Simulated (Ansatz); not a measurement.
This concerns the reaction energy. Reaction: CH4 (gas) + O2 (gas) → C (graphite) + 2 H2O (gas). A negative value means that the right-hand side lies lower.

C (graphite, P6₃/mmc), 4 atoms in the cell, k-point mesh 18×18×6 on the run's own vectors. Conventional cell: a = b = 2.465 Å, c = 6.742 Å, α = β = 90.00°, γ = 120.00°.

An isolated H2O molecule (singlet) in a box of 11 × 13 × 13 Å.

An isolated CH4 molecule (singlet) in a box of 12 × 12 × 13 Å.

An isolated O2 molecule (triplet) in a box of 11 × 11 × 13 Å.

All numbers come from Ansatz (a first-principles code), plane waves with PAW, its default PAW set, cutoff 420 eV, 500 eV for r2SCAN. The structures are at rest with PBE+D3(BJ); other levels are single points on them. HSE06 runs on coarser k-point meshes, mended by the PBE difference between the two meshes. Some cells are metallic or hold partly filled levels, where a hybrid on a coarse mesh is less sure. Neutral cells; Fermi-Dirac smearing of at most 0.05 eV in the solids, energies taken to zero width. The lattices are those relaxed with PBE+D3(BJ), so at other levels the solids can be strained, which adds to the spread. A dispersion term (D3(BJ), or D4 for r2SCAN) was computed beside these levels and is taken off wherever the name lacks it. Static lattices, no vibrational contributions. The structures are the rest points that the relaxations reached, not proven lowest.

What value does PBE give?

-3.73 eV, for CH4 (gas) + O2 (gas) → C (graphite) + 2 H2O (gas).

List the value at the remaining levels and say how far they part.


| Method | value (eV) | less PBE |
|---|---|---|
| PBE+D3(BJ) | -3.86 | -0.13 |
| r2SCAN+D4 | -3.81 | -0.08 |
| HSE06 | -3.87 | -0.14 |

The levels span 0.14 eV, from HSE06 (-3.87) to PBE (-3.73).
